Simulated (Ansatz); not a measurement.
Input:

```yaml
crystal:
  lattice:
    - [3.35474, 0.00000, 0.00000]
    - [0.00000, 3.35474, 0.00000]
    - [1.67737, -1.67737, 1.59085]
  atoms:
    - { symbol: Nb, position: [0.00000, 0.00000, 0.00000] }
```

No spin polarisation.

Level of theory: PBEsol/PAW in Ansatz (an electronic-structure program), without spin-orbit coupling. Γ-centred 28×28×28 mesh, Fermi–Dirac width 0.1 eV.

Predict the band gap, space group and pressure.

The band gap comes out as zero. The space group is I4/mmm (No. 139) and the pressure (mean of the normal stresses, compression positive) comes out as -3.5 GPa.

The cells carry an imposed strain or load. No phonon test of stability was made. The final runs are not spin-polarised. The cell was made from Nb in the bcc (W type) structure (space group Im-3m, No. 229) by this change: biaxial strain +2.50 %, plane normal [001], relaxed out of plane.
